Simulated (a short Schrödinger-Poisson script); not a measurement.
# Symmetric double-gate stack, SiO2 on p-type Si(110)

Structure: symmetric double-gate stack, SiO2 on p-type Si(110), at 300 K.

| layer | material | thickness (nm) | Na (cm⁻³) |
|---|---|---|---|
| 1 | SiO2 | 2.5 | - |
| 2 | Si | 20 | 4e17 |
| 3 | SiO2 | 2.5 | - |

The device is made up for the run: typed textbook-type constants, with dimensions and the other settings drawn at random. SiO2: permittivity 3.9, conduction-band edge (eV) 3.15, gap (eV) 9, electron mass (mₑ) 0.5. Si: permittivity 11.7, conduction-band edge (eV) 0, gap (eV) 1.124, Nv at 300 K (cm⁻³) 3.1e19.

Channel valleys (confinement mass, in-plane density-of-states mass, number): Δ4 0.315, 0.324, 4; Δ2 0.19, 0.417, 2. At the gates, both at one voltage, the conduction-band edge of layer 1 lies 3.7 eV − eVg above the Fermi level of the channel. Gaps are held at their typed values at every temperature. Mesh 0.03 nm at interfaces.

Solved with a short Schrödinger-Poisson script written for these runs: 1D Poisson equation in equilibrium, electrons quantum, Hartree (BenDaniel-Duke, 12 states a valley, the channel's in-plane mass for all, wave functions ending at the dielectric), parabolic valleys, classical holes, full ionisation, no traps, pinning or gate leakage.

```
Vg (V)  electrons (cm⁻²)  C (μF/cm²)  Δ4 E0 (meV)  Δ4 E1 (meV)  Δ2 E0 (meV)  Δ2 E1 (meV)
------  ----------------  ----------  -----------  -----------  -----------  -----------
0.2               3.84e6     < 0.003        425.1        429.6        427.6        437.8
0.3               1.83e8     < 0.003        325.1        329.6        327.6        337.8
0.4               8.53e9      0.0523        225.8        230.3        228.4        238.6
0.5              2.07e11       0.759        143.7        147.3        146.6        155.7
0.6              9.26e11        1.44        104.9        106.5        109.8        116.0
0.7              1.93e12        1.73         84.7         85.3         92.6         96.5
0.8              3.06e12        1.88         71.0         71.3         81.9         84.4
0.9              4.27e12        1.98         60.8         60.9         74.2         75.9
1                5.53e12        2.05         52.6         52.6         68.3         69.5
1.1              6.83e12        2.11         45.7         45.8         63.5         64.4
1.2              8.16e12        2.15         39.9         39.9         59.5         60.2
1.3              9.51e12        2.18         34.7         34.8         56.1         56.7
1.4              1.09e13        2.21         30.2         30.2         53.2         53.6
1.5              1.23e13        2.23         26.0         26.0         50.6         51.0
1.6              1.37e13        2.25         22.2         22.2         48.3         48.6
1.7              1.51e13        2.27         18.7         18.7         46.3         46.5
1.8              1.65e13        2.28         15.5         15.5         44.4         44.6
1.9              1.79e13        2.30         12.4         12.4         42.7         42.9
2                1.94e13        2.31          9.5          9.5         41.1         41.3
```

Gate voltages with under 1e6 electrons/cm² are left out.

Subbands count from the Fermi level. The capacitance is that of both gates.
